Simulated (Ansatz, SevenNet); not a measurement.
For NbSi₂ (P6₂22, No. 180), the machine-learned potential SevenNet-l3i5 (trained on PBE and PBE+U data) gives:

```
Item                   Value
-------------------  -------
lattice parameter a  4.818 Å
lattice parameter c  6.618 Å
```

Q: What does r²SCAN-D4 (Ansatz, a quantum-chemistry and plane-wave program, plane waves, PAW) give for the same quantities?

A: 
- lattice constant a: 4.781 Å (falls by 0.8 %)
- lattice parameter c: 6.566 Å (falls by 0.8 %)

Changes are worked out from the printed values.

Unless a cell is named, each level is at its own relaxed cell (SevenNet-l3i5 14.78, r²SCAN-D4 14.44 Å³/atom).

Ansatz's density-functional and Hartree–Fock values are scalar-relativistic unless marked +SOC, with PAW data made under PBE.
